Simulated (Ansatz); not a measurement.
Abridged Ansatz (a first-principles code) output:

```
Relaxation: its limit of steps is 50 (relax.max_steps)
Pseudopotential: Si, paw, valence charge 4
Pseudopotential: C, paw, valence charge 4
Crystal: 2 atoms, lattice volume = 20.674 Å³
Basis set: ecut = 420 eV, 411 PW (Γ), exchange–correlation on 48×48×48 points (8 copies of the dense FFT grid, shifted against one another)
Bands: 8, of which v1, the nominal top of the filled ones, is band 4 counted from 1 (3 counted from 0)
Symmetry: 4 space group operations
k-points: 343 of 2197 (time reversal used)
Functional: x = pbesol(κ = 0.804, μ = 0.12345679012345678), c = pbesol(β = 0.046)
SCF iter   1: F=—  HF=-868.705894 eV  |F-HF|=—  |Δ(HF+E_count)|=         —  Δρ=8.22e-3  dr2=1.69e-2  ethr=1.77e-3  ⟨swp⟩=5.5  Hψ=22535  notcnv=0
SCF iter   2: F=—  HF=-868.701266 eV  |F-HF|=—  |Δ(HF+E_count)|=   4.63e-3  Δρ=2.40e-3  dr2=9.81e-4  ethr=2.11e-4  ⟨swp⟩=2.6  Hψ=7359  notcnv=0
SCF 1 converged in 7 iterations: F = -868.700995 eV  dr2 = 8.25e-12
relax step   1: F+E_penalty+E_count = -868.70099457 eV  Δ(F+E_penalty+E_count) = +0.000e0 eV  max|allowed force component| = 1.460e-1 eV/Å  Δτ_max = 0.0000 Å  (7 SCF iters, accepted)
Crystal: 2 atoms, lattice volume = 20.674 Å³
SCF iter   1: F=—  HF=-868.701341 eV  |F-HF|=—  |Δ(HF+E_count)|=         —  Δρ=3.53e-4  dr2=2.28e-5  ethr=2.78e-7  ⟨swp⟩=1.1  Hψ=13861  notcnv=0
SCF iter   2: F=—  HF=-868.701331 eV  |F-HF|=—  |Δ(HF+E_count)|=   1.06e-5  Δρ=1.09e-4  dr2=1.56e-6  ethr=2.78e-7  ⟨swp⟩=2.1  Hψ=3853  notcnv=0
SCF 2 converged in 5 iterations: F = -868.701330 eV  dr2 = 2.91e-11
relax step   2: F+E_penalty+E_count = -868.70133020 eV  Δ(F+E_penalty+E_count) = -3.356e-4 eV  max|allowed force component| = 9.204e-2 eV/Å  Δτ_max = 0.0014 Å  (5 SCF iters, accepted)
Crystal: 2 atoms, lattice volume = 20.674 Å³
SCF iter   1: F=—  HF=-868.701581 eV  |F-HF|=—  |Δ(HF+E_count)|=         —  Δρ=6.03e-4  dr2=6.64e-5  ethr=8.27e-6  ⟨swp⟩=2.5  Hψ=10834  notcnv=0
SCF iter   2: F=—  HF=-868.701552 eV  |F-HF|=—  |Δ(HF+E_count)|=   2.92e-5  Δρ=1.84e-4  dr2=4.46e-6  ethr=8.30e-7  ⟨swp⟩=1.2  Hψ=5696  notcnv=0
SCF 3 converged in 5 iterations: F = -868.701551 eV  dr2 = 9.95e-11
relax step   3: F+E_penalty+E_count = -868.70155133 eV  Δ(F+E_penalty+E_count) = -2.211e-4 eV  max|allowed force component| = 3.456e-6 eV/Å  Δτ_max = 0.0024 Å  (5 SCF iters, accepted)
SCF converged after 5 iterations
Free energy (F): -868.701551 eV
Internal energy: -868.701551 eV  (E = F + TS)
E sigma→0 (E₀):  -868.701551 eV
Entropy (-TS):   -0.000000 eV (-0.000 meV/atom)
Fermi energy:    10.117022 eV
--- Forces (eV/Å), atoms counted from 1 ---
  atom   1  Si     0.00000000    -0.00000000    -0.00000071
  atom   2  C     -0.00000000     0.00000000     0.00000620
--- Stress (GPa, compression-positive) ---
        0.055490      -4.180524      -0.000000
       -4.180524       0.055490       0.000000
       -0.000000      -0.000000      -0.012484
  P = ⅓ Tr σ = 0.0328 GPa (0.328 kbar)
--- Relaxed structure (3 steps of the walk, 3 accepted, 0 SCFs on fresh bases) ---
  atoms:
    - { symbol: Si, position: [0.0008749905021089116, 0.0008749905021089116, -0.0008749905021089117] }
    - { symbol: C, position: [0.2491250094978911, 0.2491250094978911, 0.250874990502109] }
```

What was computed, and what are the main results?

SiC, 2 atoms in the cell, with Ansatz PBEsol, no spin-orbit coupling. The last SCF converged to F = -868.701551 eV, or -434.3508 eV per atom, at a pressure of 0.03 GPa. The total energy compares only with runs of the same code, potentials and settings.

The cells carry an imposed strain or load. Stability against distortions was not tested. The cell was made from SiC in the zinc blende structure (space group F-43m, No. 216) by this change: tensor shear ε_xy = +0.86 %.

Keys are those of Ansatz 0.2.
